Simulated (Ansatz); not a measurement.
BeTe in the zinc blende structure (space group F-43m, No. 216)

```
BeTe
1.0
    0.00000     2.77712     2.77712
    2.77712     0.00000     2.77712
    2.77712     2.77712     0.00000
Be Te
1 1
Cartesian
  0.00000   0.00000   0.00000
  1.38856   1.38856   1.38856
```

Calculations: DFT with LDA, PAW potentials and a 420 eV plane-wave cutoff in Ansatz (a first-principles code), no spin-orbit coupling. k-mesh 10×10×10 (Γ-centred); smearing 0.05 eV (Fermi–Dirac).

Volume per atom: 21.42 Å³
Density: 5.30 g/cm³
Band gap: 1.79 eV, indirect, Γ → X
Electron mass: 1.3 mₑ along k, 0.24 mₑ across
Hole mass (degenerate bands, along [100]): 0.20, 0.32, 0.32 mₑ
Lowest conduction-band minima above the VBM: X along ⟨100⟩ 1.79 eV; L along ⟨111⟩ 3.18 eV
Total energy: -3458.076 eV/atom (σ→0; compares only within this code and set-up)

With Te present, leaving out spin-orbit coupling can change the band edges. Effective masses come from finite differences of ±0.01 Å⁻¹. Along k means along the line from Γ to the band edge. No phonon test of stability was made.
